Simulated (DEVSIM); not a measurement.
Structure: abrupt Si n-p junction, at 350 K.

Layer 1 from the left is Si, thickness (μm) 0.380, Nd (cm⁻³) 5.1e15, τn (s) 2.5e-6, τp (s) 2.5e-6. Layer 2 from the left is Si, thickness (μm) 2.80, Na (cm⁻³) 2.2e16, τn (s) 2.5e-6, τp (s) 2.5e-6.

Left contact: ohmic. Right contact: ohmic. Voltage is applied to the left contact. Recombination: SRH at mid-gap. Mobility is μmin + (μ − μmin)/(1 + (N/Nref)^α).

This is a model device: material constants are rounded textbook-type values typed into the input, and sizes, dopings and lifetimes were drawn at random. Values at 300 K; Nc and Nv go as T^1.5, mobilities as T to minus their exponent, the gap by Varshni's rule with the affinity fixed.

Si: gap (eV) 1.124, affinity (eV) 4.05, permittivity 11.7, Nc (cm⁻³) 2.86e19, Nv (cm⁻³) 3.1e19, μn (cm²/Vs) 1417, μp (cm²/Vs) 470, μn,min 52, μp,min 45, Nref,n 9.7e16, Nref,p 2.2e17, αn 0.68, αp 0.72, T exponent of μn 2.3, T exponent of μp 2.2, Varshni α (eV/K) 0.000473, Varshni β (K) 636.

Simulated with DEVSIM: 1D drift-diffusion, Boltzmann statistics, complete ionisation; no tunnelling, impact ionisation, image-force lowering or self-heating.

Problem. What does the simulation give for the largest field in the device at zero bias, the dark forward voltage at 100 A/cm², the dark forward voltage at 1 A/cm²?

Solution. largest field in the device at zero bias 27000 V/cm; dark forward voltage at 100 A/cm² 0.575 V; dark forward voltage at 1 A/cm² 0.393 V.
